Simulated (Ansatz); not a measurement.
## A computed series for MnSi: response to strain

The reference is MnSi (space group P2_13, No. 198; a = 4.5566 Å; ferromagnetic). Axes: x, y, z lie along the cube axes.

Strains are applied to the cell and any free atomic positions relax; under biaxial strain the out-of-plane vector relaxes too.

Calculations: r2SCAN, PAW, 500 eV (Ansatz, a first-principles code; scalar-relativistic without spin-orbit coupling).

Notes on the quantities. pressure: mean of the normal stresses, compression positive.

| variant | shortest interatomic distance | pressure | space group |
|---|---|---|---|
| base | 4.382 bohr | 0.0 GPa | P2_13 (No. 198) |
| biaxial strain +1.90 %, plane normal [001], relaxed out of plane | 4.417 bohr | … | P2_12_12_1 (No. 19) |
| isotropic strain −0.35 % | 4.369 bohr | 2.0 GPa | P2_13 (No. 198) |
| uniaxial strain ε_xx = +1.10 % | … | -2.0 GPa | P2_12_12_1 (No. 19) |
| uniaxial strain ε_zz = +0.24 % | 4.385 bohr | … | P2_12_12_1 (No. 19) |

Task: What belongs in the blanks?

Result: 
- biaxial strain +1.90 %, plane normal [001], relaxed out of plane, pressure: -4.6 GPa
- uniaxial strain ε_xx = +1.10 %, shortest interatomic distance: 4.396 bohr
- uniaxial strain ε_zz = +0.24 %, pressure: -0.4 GPa

Other magnetic orders, which the real material may have, were not ruled out. Without a gap, meshes like the base's 10×10×10 leave anisotropic stresses uncertain by several tenths of a GPa, and small strain energies with them. Stability against distortions was not tested.
